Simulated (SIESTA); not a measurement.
A self-consistent single point of YMg3 (P-6m2, 4 atoms in the cell) with SIESTA.

Level of theory: GGA PBEsol, numerical atomic orbitals TZP, PseudoDojo PBEsol standard norm-conserving potentials (rewritten from UPF to PSML) (SIESTA).

```
CELL_PARAMETERS angstrom
      3.30799     0.00000     0.00000
     -1.65400     2.86480     0.00000
      0.00000     0.00000    10.93229
ATOMIC_POSITIONS crystal
  Y  0.66667 0.33333 0.50000
  Mg 0.66667 0.33333 0.00000
  Mg 0.33333 0.66667 0.24212
  Mg 0.33333 0.66667 0.75788
```

Reference input (self-consistent single point, DFT, LDA PW92, numerical atomic orbitals TZP, PseudoDojo LDA standard norm-conserving potentials (rewritten from UPF to PSML)): XC.functional = LDA; XC.authors = PW92; potentials = PseudoDojo LDA standard; PAO.BasisSize = TZP; PAO.EnergyShift = 0.005 Ry; MeshCutoff = 400 Ry; kgrid.MonkhorstPack = 12 12 4; OccupationFunction = MP; OccupationMPOrder = 0; ElectronicTemperature = 1160.45 K; MaxSCFIterations = 150; SCF.Mixer.Method = Pulay. This run's input differs from it in these lines:

```diff
@@ -1,2 +1,2 @@
-# files in the folder: Y.psml Mg.psml (PseudoDojo LDA standard)
+# files in the folder: Y.psml Mg.psml (PseudoDojo PBEsol standard)
 SystemName  YMg3
@@ -24,4 +24,4 @@
 
-XC.functional                LDA
-XC.authors                   PW92
+XC.functional                GGA
+XC.authors                   PBEsol
 PAO.BasisSize                TZP
```

Output (repeated stretches shortened):

```
        iscf     Eharris(eV)        E_KS(eV)     FreeEng(eV)     dDmax    Ef(eV) dHmax(eV)
   scf:    1    -5898.449970    -5936.681090    -5936.698979  1.668377 -4.364770 17.415794
   scf:    2    -5672.891142    -5873.352233    -5873.362726  2.587891 -3.372301 45.001448
   scf:    3    -5959.544085    -5948.728135    -5948.745788  2.373148 -3.910187  2.979299
   scf:    4    -5948.879573    -5948.895975    -5948.912939  0.062876 -3.993295  1.633035
   scf:    5    -5948.940214    -5948.923980    -5948.941292  0.070044 -4.049301  0.121777
   [... 3 lines left out ...]
   scf:    9    -5948.925255    -5948.925233    -5948.942482  0.000429 -4.047791  0.012214
   scf:   10    -5948.925245    -5948.925243    -5948.942485  0.000529 -4.048424  0.004561
   scf:   11    -5948.925238    -5948.925241    -5948.942486  0.000146 -4.048349  0.000089
   scf:   12    -5948.925241    -5948.925241    -5948.942486  0.000004 -4.048349  0.000050
SCF Convergence by DM+H criterion
max |DM_out - DM_in|         :     0.0000043872
max |H_out - H_in|      (eV) :     0.0000504618
SCF cycle converged after 12 iterations

Using DM_out to compute the final energy and forces

siesta: E_KS(eV) =            -5948.9252

siesta: E_KS - E_eggbox =     -5948.9252

siesta: Atomic forces (eV/Ang):
     1   -0.000002    0.000001   -0.000000
     2    0.000001    0.000000   -0.000001
     3   -0.000001    0.000000   -0.007037
     4   -0.000001    0.000000    0.007037
   Tot   -0.000004    0.000003    0.000000
   Max    0.007037
   Res    0.002873    sqrt( Sum f_i^2 / 3N )
   Max    0.007037    constrained

Stress tensor Voigt[x,y,z,yz,xz,xy] (kbar):        1.67        1.97        6.93        0.00       -0.00        0.26
(Free)E + p*V (eV/cell)    -5949.1704
   [... lines left out ...]
siesta: FreeEng =     -5948.942486
siesta: Cell volume =        103.602466 Ang**3
siesta:          -3.52439434         -3.72895067  kBar
   [... lines left out ...]
              0.339   0.299
   4 10.013   1.993   1.096  -0.648   0.592   2.014   2.016   2.014   0.299
              0.339   0.299

mulliken: Qtot =       41.000

Mulliken Atomic Populations:
Atom #   charge [q] valence [e]  Species
     1     0.049318   10.950682  Y
     2    -0.022373   10.022373  Mg
     3    -0.013472   10.013472  Mg
     4    -0.013473   10.013473  Mg
 Total    -0.000000
```

The run converged in 12 iterations. Against the reference run the pressure goes from -1.72 to -0.35 GPa and the largest force goes from 0.001 to 0.007 eV/Å.

The starting cell comes from a database of computed structures (which also holds hypothetical and non-ambient phases and stackings), without a prior relaxation at this level. Values carry the incompleteness of an atom-centred basis.

Cost on one core of a shared machine: roughly 40 s.
